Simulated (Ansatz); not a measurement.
Seebeck coefficient (μV/K, mean over directions) of n-type LiF (Pm-3m) against carrier density, PBEsol, rigid bands (Ansatz, a first-principles code). Computed gap 7.73 eV; densities at which minority carriers matter at this gap, or further valleys turn the trend, are left out. Conductivity mass 0.90 mₑ (harmonic mean over directions), N_c = 2.3e19 cm⁻³ at 300 K.

| electron density | 300 K | 500 K |
|---|---|---|
| 1e16 cm⁻³ | -875 | -942 |
| 1e17 cm⁻³ | -676 | -743 |
| 1e18 cm⁻³ | -478 | -545 |
| 3e18 cm⁻³ | -384 | -451 |
| 1e19 cm⁻³ | -283 | -348 |
| 3e19 cm⁻³ | -195 | -257 |
| 1e20 cm⁻³ | -113 | … |
| 3e20 cm⁻³ | -60 | … |
| 1e21 cm⁻³ | -28 | … |

Fill in the missing entries.


- 1e20 cm⁻³, 500 K: -164
- 3e20 cm⁻³, 500 K: -95
- 1e21 cm⁻³, 500 K: -47

Rigid bands with a gap fixed in temperature, one relaxation time for all states, no polarons or phonon drag, and whether or not such doping can be reached. Spin-orbit coupling is left out.

Computed structure with no diffraction record at hand here (it may be known, metastable or hypothetical): LiF (Pm-3m).
